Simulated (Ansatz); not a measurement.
**Sr₂SnO₄ (space group I4/mmm, No. 139)**

```
Sr2SnO4
1.0
   -2.02946     2.02946     6.26032
    2.02946    -2.02946     6.26032
    2.02946     2.02946    -6.26032
Sr Sn O
2 1 4
Cartesian
  0.00000   0.00000   8.08858
  0.00000   0.00000   4.43206
  0.00000   0.00000   0.00000
  0.00000   0.00000  10.45998
  0.00000   0.00000   2.06066
  0.00000   2.02946   0.00000
  2.02946   0.00000   0.00000
```

Computed with Kohn–Sham DFT with the PBEsol functional, run in Ansatz (an electronic-structure program) with PAW and 420 eV plane waves, scalar-relativistic without spin-orbit coupling. k-mesh 11×11×11 (Γ-centred); smearing 0.05 eV (Fermi–Dirac).

| Property | Result |
|---|---|
| Volume per atom | 14.73 Å³ |
| Density | 5.76 g/cm³ |
| Band gap | 2.86 eV, indirect, X → Γ |
| Electron mass | 0.38 mₑ along c, 0.34 mₑ across |
| Lowest conduction-band minima above the VBM | Γ 2.86 eV |
| Total energy | -2169.227 eV/atom (σ→0; compares only within this code and set-up) |

Effective masses come from finite differences of ±0.01 Å⁻¹. No phonon test of stability was made.
